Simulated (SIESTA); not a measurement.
SIESTA run on PdRh (R-3m, 2 atoms in the cell): self-consistent single point.

Computed with GGA PBEsol, numerical atomic orbitals DZP, PseudoDojo PBEsol standard norm-conserving potentials (rewritten from UPF to PSML) in SIESTA 5.4.2.

The change in words: lattice scaled by 0.98. Reference geometry:
```
CELL_PARAMETERS angstrom
      1.35660     0.78323     4.42152
     -1.35660     0.78323     4.42152
      0.00000    -1.56646     4.42152
ATOMIC_POSITIONS crystal
  Pd 0.00000 0.00000 0.00000
  Rh 0.50000 0.50000 0.50000
```

Reference input (self-consistent single point, DFT, GGA PBEsol, numerical atomic orbitals DZP, PseudoDojo PBEsol standard norm-conserving potentials (rewritten from UPF to PSML)): XC.functional = GGA; XC.authors = PBEsol; potentials = PseudoDojo PBEsol standard; PAO.BasisSize = DZP; PAO.EnergyShift = 0.005 Ry; MeshCutoff = 300 Ry; kgrid.MonkhorstPack = 14 14 14; OccupationFunction = MP; OccupationMPOrder = 0; ElectronicTemperature = 50 meV; MaxSCFIterations = 150; SCF.Mixer.Method = Broyden. This run's input differs from it in these lines:

```diff
@@ -12,5 +12,5 @@
 %block LatticeVectors
-     2.563594902    1.480092082    8.355471303
-    -2.563594902    1.480092082    8.355471303
-     0.000000000   -2.960184165    8.355471303
+     2.512322853    1.450489523    8.188360932
+    -2.512322853    1.450489523    8.188360932
+     0.000000000   -2.900980935    8.188360932
 %endblock LatticeVectors
@@ -19,3 +19,3 @@
      0.000000000    0.000000000    0.000000000  1
-     0.000000000    0.000000000   12.533206955  2
+     0.000000000   -0.000000945   12.282541398  2
 %endblock AtomicCoordinatesAndAtomicSpecies
```

Log, with long lists cut:

```
        iscf     Eharris(eV)        E_KS(eV)     FreeEng(eV)     dDmax    Ef(eV) dHmax(eV)
   scf:    1    -6786.733208    -6841.133259    -6841.136069  1.557470 -3.487978 21.773730
   scf:    2    -6734.818632    -6827.919007    -6827.922533  1.206909 -4.636966 25.920975
   scf:    3    -6848.610988    -6856.910228    -6856.913122  0.522938 -4.943755  5.318059
   scf:    4    -6856.338199    -6857.579039    -6857.583974  0.183199 -5.367091  2.350351
   scf:    5    -6857.612085    -6857.818267    -6857.822369  0.077391 -5.382183  0.856544
   [... 4 lines left out ...]
   scf:   10    -6857.850306    -6857.850304    -6857.854706  0.000335 -5.388804  0.002073
   scf:   11    -6857.850306    -6857.850305    -6857.854706  0.000182 -5.388995  0.001108
   scf:   12    -6857.850305    -6857.850305    -6857.854706  0.000107 -5.389136  0.000561
   scf:   13    -6857.850306    -6857.850305    -6857.854706  0.000061 -5.389222  0.000357
SCF Convergence by DM+H criterion
max |DM_out - DM_in|         :     0.0000609346
max |H_out - H_in|      (eV) :     0.0003570899
SCF cycle converged after 13 iterations

Using DM_out to compute the final energy and forces

siesta: E_KS(eV) =            -6857.8503

siesta: E_KS - E_eggbox =     -6857.8503

siesta: Atomic forces (eV/Ang):
     1    0.000000   -0.000000   -0.000000
     2   -0.000000   -0.000000   -0.000000
   Tot    0.000000   -0.000000   -0.000000
   Max    0.000000
   Res    0.000000    sqrt( Sum f_i^2 / 3N )
   Max    0.000000    constrained

Stress tensor Voigt[x,y,z,yz,xz,xy] (kbar):     -178.05     -178.05     -185.16       -0.00        0.00       -0.00
(Free)E + p*V (eV/cell)    -6854.8672
Target enthalpy (eV/cell)    -6857.8547

siesta: Program's energy decomposition (eV):
siesta: FreeEng =     -6857.854706

   [... lines left out ...]
siesta:    -0.111128    0.000000    0.000000
siesta:    -0.000000   -0.111128   -0.000000
siesta:     0.000000   -0.000000   -0.115566

siesta: Cell volume =         26.530282 Ang**3

siesta: Pressure (static):
siesta:                Solid            Molecule  Units
siesta:           0.00122645          0.00122645  Ry/Bohr**3
siesta:           0.11260720          0.11260721  eV/Ang**3
siesta:         180.41663120        180.41663388  kBar
```

The run converged in 13 iterations. Against the reference run the free energy rises by 44.9 meV/atom and the pressure goes from 0.45 to 18.04 GPa.

The starting cell comes from a database of computed structures (which also holds hypothetical and non-ambient phases and stackings), without a prior relaxation at this level. Its lattice was rescaled by a random factor within 2.5 % of one. For this run, on top of that: lattice scaled by 0.98. Spin polarisation is off. Values carry the incompleteness of an atom-centred basis. With a pressure of about 18 GPa the cell is away from its equilibrium volume at this level.

Cost on one core of a shared machine: roughly 90 s.
